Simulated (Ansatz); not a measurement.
Take CdTe in the zinc blende structure (space group F-43m, No. 216) as the base.

```yaml
crystal:
  lattice:
    - [0.00000, 3.27881, 3.27881]
    - [3.27881, 0.00000, 3.27881]
    - [3.27881, 3.27881, 0.00000]
  atoms:
    - { symbol: Te, position: [0.75000, 0.75000, 0.75000] }
    - { symbol: Cd, position: [0.00000, 0.00000, 0.00000] }
```

Levels (all Ansatz, a quantum-chemistry and plane-wave program, PAW): r2SCAN (500 eV, no spin-orbit coupling); HSE06+SOC (420 eV, noncollinear with spin-orbit coupling).

The geometry is relaxed with r2SCAN.

| Quantity | Value |
|---|---|
| r2SCAN band gap | 1.17 eV |
| r2SCAN valence-band top at Γ | 0.00, 0.00, 0.00 eV |

With HSE06+SOC at the same geometry, the band gap increases by 0.047 eV, from 1.17 eV to 1.21 eV; the valence-band top at Γ (three highest Kramers pairs, from the VBM) goes from 0.00, 0.00, 0.00 eV to 0.00, 0.00, -0.94 eV. The threefold valence maximum splits by Δso ≈ 0.94 eV.

Single points use the geometry relaxed with r2SCAN. The spin-orbit shifts are approximate. Spin-orbit coupling, missing from the scalar runs, can matter with Te. Whether these cells are dynamically stable was not tested.
